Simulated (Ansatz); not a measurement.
**A computed series for SiC: carrier doping**

The reference is SiC (space group P6_3mc, No. 186).

```xyz
8
Lattice="3.0781 0.0000 0.0000 -1.5390 2.6657 0.0000 0.0000 0.0000 10.0762" Properties=species:S:1:pos:R:3 pbc="T T T"
Si     0.0000     0.0000     0.0032
Si     0.0000     0.0000     5.0413
Si     1.5390     0.8886     7.5596
Si     0.0000     1.7771     2.5215
C      0.0000     0.0000     8.1905
C      0.0000     0.0000     3.1524
C      1.5390     0.8886     5.6650
C      0.0000     1.7771     0.6269
```

Carriers are added at fixed cell with a uniform background; the Fermi–Dirac width is that of 300 K.

Level of theory: Ansatz (a first-principles code), PBEsol, PAW, cutoff 420 eV, spin-orbit coupling left out.

Candidates:
(a) holes 7.0×10^21 cm⁻³
(b) holes 3.0×10^21 cm⁻³
(c) electrons 3.0×10^21 cm⁻³

For the base:

The gap between the host's bands is 2.12 eV.

Order them by gap between the host's bands, highest first.

(a) holes 7.0×10^21 cm⁻³ (2.27 eV), (b) holes 3.0×10^21 cm⁻³ (2.18 eV), (c) electrons 3.0×10^21 cm⁻³ (2.10 eV)

Carriers are added with a uniform compensating background; total energy and stress of such cells depend on the potential's zero and are not compared; many-body gap narrowing is missing at this level. No phonon test of stability was made.
